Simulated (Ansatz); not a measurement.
## The (115) surface of diamond, 2 pairs of surface atoms bonded, H on 5 of 6 dangling bonds, none on a paired C at depth 0.7 Å (bottom of the slab: built like the top, H on every dangling bond, free)

Level of theory: PBE (plane waves to 420 eV, PAW; Ansatz, a first-principles code).

Model: 67-atom slab, 11.6 Å thick at the start with caps and adatoms (thin: gaps and levels are the slab's own), 5x4x1 mesh, Fermi-Dirac 0.025 eV, dipole correction, 12 atoms held, the rest relaxed; no symmetry held; spin-polarised, ending with about 1.0 μB a cell; orders that need a larger cell were not tried, no spin-orbit, no U. In PBE it is, or lies within 0.01 eV a 1x1 cell of, the lowest of the 2 structures of its composition computed so far; subsurface sites and larger cells were not tried.

```json
{
  "gap_of_the_slab_on_its_k_mesh": "1.40 eV",
  "highest_filled_level_below_the_top_vacuum_level": "3.86 eV",
  "energy_released_by_relaxation": "3.55 eV",
  "magnetic_moment_of_the_cell": "1.00 μB",
  "cost": "around 17 core-minutes (rough)"
}
```
